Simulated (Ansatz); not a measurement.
The reference is MgO in the rock salt structure (space group Fm-3m, No. 225; a = 4.2141 Å). Axes: x, y, z lie along the cube axes.

Method: Ansatz (an electronic-structure program) PBEsol, scalar-relativistic without spin-orbit coupling.

One thing is altered: biaxial strain −2.45 %, plane normal [001], relaxed out of plane (Cartesian); in-plane vectors clamped, the third vector and the atoms free.

**Question.** How does this affect the energy relative to the base, in-plane stress and ratio −ε⊥/ε∥?

**Answer.** The energy rises by 13 meV/atom; the mean in-plane stress (compression positive) amounts to +9.4 GPa; the ratio −ε⊥/ε∥ comes out as 0.66.

No phonon test of stability was made.
